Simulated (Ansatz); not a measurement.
Results of PBE0 (plane waves, PAW; Ansatz, a first-principles code) for AlOOH (Pmn2₁, No. 31, 8 atoms in the cell; start mp-23807; a measured phase of this formula has another space group).

Run with plane-wave cutoff 500 eV, 8×6×6 k mesh (along the axes of the cell as run), gaussian smearing 0.02 eV, scalar-relativistic PAW data made under PBE.

Cell (relaxed with PBEsol):

```cif
data_H2Al2O4
_chemical_formula_sum 'Al2 H2 O4'
_space_group_name_H-M_alt 'P 1'
_space_group_IT_number 1
_cell_length_a 2.84088
_cell_length_b 4.19752
_cell_length_c 4.70946
_cell_angle_alpha 90.000
_cell_angle_beta 90.000
_cell_angle_gamma 90.000
loop_
_space_group_symop_operation_xyz
  'x, y, z'
loop_
_atom_site_label
_atom_site_type_symbol
_atom_site_fract_x
_atom_site_fract_y
_atom_site_fract_z
_atom_site_occupancy
Al1 Al 0.50000 0.26888 0.49240 1
Al2 Al 0.00000 0.73112 0.99240 1
H1 H 0.50000 0.21050 0.97963 1
H2 H 0.00000 0.78950 0.47963 1
O1 O 0.00000 0.50577 0.64626 1
O2 O 0.50000 0.49423 0.14626 1
O3 O 0.00000 0.99562 0.34712 1
O4 O 0.50000 0.00438 0.84712 1
```

**Question.** Estimate the band gap that the calculation returns.

**Answer.** 
- band gap = 8.67 eV (on the SCF k mesh)

Note: cell and atoms aren't relaxed at this level (pressure -3.1 GPa).

The result took very roughly 4 core-minutes.

A start named mp-… is a Materials Project structure, which need not be a measured phase.
